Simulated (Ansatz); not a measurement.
CdTe under a change: isotropic strain +4.25 %

Consider CdTe in the zinc blende structure (space group F-43m, No. 216; a = 6.618 Å).

One thing is altered: an isotropic linear strain of +4.25 %; the atoms relax in the strained cell.

Calculations: PBE (Ansatz, a first-principles code), no spin-orbit coupling. Settings: 9×9×9 k-points, 0.05 eV Fermi–Dirac smearing.

- Space group = F-43m (No. 216) (base F-43m (No. 216))
- Shortest interatomic distance = 2.987 Å (base 2.866 Å)
- Energy relative to the base (free energy F) = +55 meV/atom
- Pressure = -32.5 kbar (base 0.0 kbar)
- Band gap = 0.24 eV (base 0.59 eV)
- Gap character = direct at Γ (base direct at Γ)
- Width of the top valence band = 1.51 eV (base 1.94 eV)
- Valley order (the lowest conduction-band minima on the path, energy above the VBM, named in the base's zone) = Γ 0.24 eV; L along ⟨111⟩ 1.61 eV (base Γ 0.59 eV; L along ⟨111⟩ 1.76 eV)

Final structure:

```
CdTe
1.0
    0.00000     3.44966     3.44966
    3.44966     0.00000     3.44966
    3.44966     3.44966     0.00000
Te Cd
1 1
Direct
  0.75000   0.75000   0.75000
  0.00000   0.00000   0.00000
```

With Te present, leaving out spin-orbit coupling can change the band edges. Whether these cells are dynamically stable was not tested. A zero or small gap of CdTe under isotropic strain +4.25 % can be the functional's error rather than a property of the material.
